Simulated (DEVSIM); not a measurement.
Structure: Al0.15Ga0.85As/GaAs n-p heterojunction, at 400 K.

Layer 1 from the left is Al0.15Ga0.85As, thickness (μm) 0.230, Nd (cm⁻³) 1.3e16, τn (s) 7.7e-10, τp (s) 7.7e-10. Layer 2 from the left is GaAs, thickness (μm) 4.90, Na (cm⁻³) 4.1e16, τn (s) 7.7e-10, τp (s) 7.7e-10.

Left contact: ohmic. Right contact: ohmic. Voltage is applied to the left contact. Recombination: SRH at mid-gap, radiative. Mobility is constant in doping.

Constants are typed, rounded textbook-type inputs, not results; the design itself was drawn at random and stands for no fabricated device. Values at 300 K; Nc and Nv go as T^1.5, mobilities as T to minus their exponent, the gap by Varshni's rule with the affinity fixed.

Al0.15Ga0.85As: gap (eV) 1.611, affinity (eV) 3.9515, permittivity 12.47, Nc (cm⁻³) 5.6e17, Nv (cm⁻³) 9e18, μn (cm²/Vs) 5695, μp (cm²/Vs) 282, T exponent of μn 2.1, T exponent of μp 2.2, B (cm³/s) 2e-10, Varshni α (eV/K) 0.000541, Varshni β (K) 204. GaAs: gap (eV) 1.424, affinity (eV) 4.07, permittivity 12.9, Nc (cm⁻³) 4.7e17, Nv (cm⁻³) 9e18, μn (cm²/Vs) 8500, μp (cm²/Vs) 400, T exponent of μn 2.1, T exponent of μp 2.2, B (cm³/s) 2e-10, Varshni α (eV/K) 0.000541, Varshni β (K) 204.

Model (solved in DEVSIM): 1D drift-diffusion, Boltzmann statistics, complete ionisation; no tunnelling, impact ionisation, image-force lowering or self-heating. Band offsets follow the typed affinities; no thermionic-emission limit at abrupt steps, no polarisation charge.

What does the simulation give for the dark forward voltage at 100 A/cm², the potential step across the device at zero bias?

dark forward voltage at 100 A/cm² 0.969 V; potential step across the device at zero bias 1.151 V.
